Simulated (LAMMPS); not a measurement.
An MD run on Al (fcc), 4000 atoms, at 560 K and 2 GPa, heated as the crystal.

All values are model results, not measurements: classical MD, pair style eam/alloy, file NiAlH_jea.eam.alloy; code LAMMPS.

| Property | Value |
|---|---|
| state found | crystal; no diffusion seen in 30 ps |
| density | 2.5242 ± 0.0007 g/cm³ |
| volume per atom | 17.750 ± 0.005 Å³/atom |
| enthalpy per atom | -2.9740 ± 0.0002 eV/atom |
| first peak of g(r) | 2.81 Å, height 3.4 |
| coordination number | 12.3 (counted to 3.66 Å) |
| most common Al-Al-Al angle | at the 3° bin centred on 58.5°, after smoothing over three bins (mean of all 97°) |
| mean frequency of the vibrational (phonon) density of states | 4.7 THz |
| cost | very roughly 5 core-minutes |

Potential: file NiAlH_jea.eam.alloy of the LAMMPS distribution; its header cites Moody and Baskes, Modell Sim Mater Sci Eng, 3, 289-307 (1995).

Caution: the potential EAM-type NiAlH_jea.eam.alloy is made for Ni, Ni3Al and hydrogen in them. Caution: a run this short can hold a crystal over, or a liquid under, the potential's own melting point, which these runs don't give.

States go by the mean squared displacement: a species diffuses where it passes 1.5 Å², still rises and gives D over 1e-6 cm²/s; a crystal has left its structure where atoms lie 0.35 Å off their sites on average or a cubic box changes its shape by 3 %, or the axial ratios of another lie 8 % off the starting cell's, which the potential's own relaxation can also do.

The ± values are statistical; the model's systematic error is not in them.

| angle (°) | probability per degree, Al-Al-Al |
|---|---|
| 40.50 | 0.0001 |
| 43.50 | 0.0008 |
| 46.50 | 0.0036 |
| 49.50 | 0.0085 |
| 52.50 | 0.0144 |
| 55.50 | 0.0191 |
| 58.50 | 0.0199 |
| 61.50 | 0.0179 |
| 64.50 | 0.0137 |
| 67.50 | 0.0096 |
| 70.50 | 0.0067 |
| 73.50 | 0.0051 |
| 76.50 | 0.0047 |
| 79.50 | 0.0051 |
| 82.50 | 0.0063 |
| 85.50 | 0.0076 |
| 88.50 | 0.0082 |
| 91.50 | 0.0086 |
| 94.50 | 0.0081 |
| 97.50 | 0.0075 |
| 100.5 | 0.0070 |
| 103.5 | 0.0070 |
| 106.5 | 0.0080 |
| 109.5 | 0.0096 |
| 112.5 | 0.0115 |
| 115.5 | 0.0130 |
| 118.5 | 0.0137 |
| 121.5 | 0.0131 |
| 124.5 | 0.0114 |
| 127.5 | 0.0098 |
| 130.5 | 0.0077 |
| 133.5 | 0.0057 |
| 136.5 | 0.0042 |
| 139.5 | 0.0030 |
| 142.5 | 0.0022 |
| 145.5 | 0.0017 |
| 148.5 | 0.0014 |
| 151.5 | 0.0014 |
| 154.5 | 0.0016 |
| 157.5 | 0.0020 |
| 160.5 | 0.0029 |
| 163.5 | 0.0036 |
| 166.5 | 0.0042 |
| 169.5 | 0.0045 |
| 172.5 | 0.0040 |
| 175.5 | 0.0029 |
| 178.5 | 0.0010 |

| r (Å) | g(r) |
|---|---|
| 2.260 | 0.000 |
| 2.300 | 0.004 |
| 2.340 | 0.020 |
| 2.380 | 0.052 |
| 2.420 | 0.150 |
| 2.460 | 0.317 |
| 2.500 | 0.609 |
| 2.540 | 1.03 |
| 2.580 | 1.52 |
| 2.620 | 2.03 |
| 2.660 | 2.52 |
| 2.700 | 2.91 |
| 2.740 | 3.23 |
| 2.780 | 3.37 |
| 2.820 | 3.40 |
| 2.860 | 3.27 |
| 2.900 | 3.13 |
| 2.940 | 2.87 |
| 2.980 | 2.65 |
| 3.020 | 2.33 |
| 3.060 | 2.09 |
| 3.100 | 1.84 |
| 3.140 | 1.59 |
| 3.180 | 1.39 |
| 3.220 | 1.24 |
| 3.260 | 1.03 |
| 3.300 | 0.886 |
| 3.340 | 0.772 |
| 3.380 | 0.672 |
| 3.420 | 0.569 |
| 3.460 | 0.520 |
| 3.500 | 0.460 |
| 3.540 | 0.423 |
| 3.580 | 0.407 |
| 3.620 | 0.389 |
| 3.660 | 0.388 |
| 3.700 | 0.385 |
| 3.740 | 0.407 |
| 3.780 | 0.431 |
| 3.820 | 0.438 |
| 3.860 | 0.465 |
| 3.900 | 0.493 |
| 3.940 | 0.526 |
| 3.980 | 0.548 |
| 4.020 | 0.565 |
| 4.060 | 0.590 |
| 4.100 | 0.609 |
| 4.140 | 0.610 |
| 4.180 | 0.615 |
| 4.220 | 0.634 |
| 4.260 | 0.623 |
| 4.300 | 0.618 |
| 4.340 | 0.629 |
| 4.380 | 0.640 |
| 4.420 | 0.651 |
| 4.460 | 0.681 |
| 4.500 | 0.713 |
| 4.540 | 0.762 |
| 4.580 | 0.835 |
| 4.620 | 0.918 |
| 4.660 | 1.01 |
| 4.700 | 1.12 |
| 4.740 | 1.20 |
| 4.780 | 1.31 |
| 4.820 | 1.39 |
| 4.860 | 1.48 |
| 4.900 | 1.56 |
| 4.940 | 1.59 |
| 4.980 | 1.63 |
| 5.020 | 1.61 |
| 5.060 | 1.59 |
| 5.100 | 1.56 |
| 5.140 | 1.50 |
| 5.180 | 1.43 |
| 5.220 | 1.36 |
| 5.260 | 1.29 |
| 5.300 | 1.22 |
| 5.340 | 1.16 |
| 5.380 | 1.09 |
| 5.420 | 1.07 |
| 5.460 | 1.03 |
| 5.500 | 1.00 |
| 5.540 | 0.990 |
| 5.580 | 0.972 |
| 5.620 | 0.963 |
| 5.660 | 0.941 |
| 5.700 | 0.935 |
| 5.740 | 0.909 |
| 5.780 | 0.903 |
| 5.820 | 0.896 |
| 5.860 | 0.862 |
| 5.900 | 0.856 |
| 5.940 | 0.853 |
| 5.980 | 0.845 |
| 6.020 | 0.835 |
| 6.060 | 0.842 |
| 6.100 | 0.854 |
| 6.140 | 0.862 |
| 6.180 | 0.890 |
| 6.220 | 0.917 |
| 6.260 | 0.926 |
| 6.300 | 0.953 |
